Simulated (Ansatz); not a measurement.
For ScBeNO (model structure, started from the AlSiCN type, P3m1, No. 156, 4 atoms in the cell), PBEsol in Ansatz (plane waves, PAW) gives:

| Property | Value |
|---|---|
| lattice parameter a | 3.264 Å |
| c axis length | 4.796 Å |
| cohesive energy | 6.25 eV/atom |
| band gap | 3.01 eV |

What does r²SCAN+rVV10 in Ansatz (plane waves, PAW) give for the same quantities?


- lattice constant a: 3.273 Å (rises by 0.3 %)
- lattice parameter c: 4.811 Å (grows by 0.3 %)
- cohesive energy: 6.01 eV/atom (shrinks by 0.24 eV/atom)
- band gap: 3.59 eV (increases by 0.58 eV)

Changes are worked out from the printed values.

Unless a cell is named, each level is at its own relaxed cell (PBEsol 11.06, r²SCAN+rVV10 11.16 Å³/atom).

Density-functional gaps are differences of (generalised) Kohn–Sham levels.

Ansatz's density-functional and Hartree–Fock values are scalar-relativistic unless marked +SOC, with PAW data made under PBE.

A model structure was made by putting elements into a prototype or built by hand; it is no filed structure, need not be a known phase, and can be a saddle point held by its symmetry.

Ansatz is a program for electronic structure.
